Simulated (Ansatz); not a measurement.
Some atoms of an NVE trajectory of Li3OCl (antiperovskite; a metastable compound), cell Li24Cl8O8, with the crystal as the starting point [in the run: it stayed crystalline; mean temperature 687 K (target 700 K); density 1.94 g/cm³, volume +4 % from the start crystal's; mean pressure -0.5 GPa against a target of 0]; time step 1.5 fs, velocity Verlet. Method: r2SCAN (plane waves, PAW; Ansatz, a first-principles code). On the run's last frame a denser k-mesh moved the forces by 0.028 eV/Å rms, the static pressure by -0.61 GPa and the free energy by -20 meV/atom, which is about how far such values are converged.

```json
[
 {"atom": "O26", "mass (u)": "15.999", "x y z (Å)": "5.37110 1.89987 6.06300", "v (Å/fs)": "-0.010616 -0.007280 0.004507", "F (eV/Å)": "-0.5276 0.8476 -0.7361"},
 {"atom": "Li30", "mass (u)": "6.940", "x y z (Å)": "3.18849 1.99179 5.66528", "v (Å/fs)": "0.018957 0.001923 -0.019213", "F (eV/Å)": "0.1416 0.1374 1.3345"},
 {"atom": "Li34", "mass (u)": "6.940", "x y z (Å)": "5.55493 4.10394 2.01930", "v (Å/fs)": "-0.010528 -0.003846 -0.001152", "F (eV/Å)": "-0.6346 -0.7030 -0.0047"},
 {"atom": "Li38", "mass (u)": "6.940", "x y z (Å)": "5.07068 5.84700 4.09080", "v (Å/fs)": "0.013170 -0.001845 0.001651", "F (eV/Å)": "0.2526 0.3917 -0.0690"}
]
```

Task: Give their positions one step later.

Result: x' = x + vΔt + FΔt²/(2m), with 1 eV/(Å·u) = 0.0096485 Å/fs².
| atom | x' y' z' (Å) |
|---|---|
| O26 | 5.35482 1.88953 6.06926 |
| Li30 | 3.21714 1.99489 5.63855 |
| Li34 | 5.53815 4.09707 2.01757 |
| Li38 | 5.09083 5.84485 4.09317 |
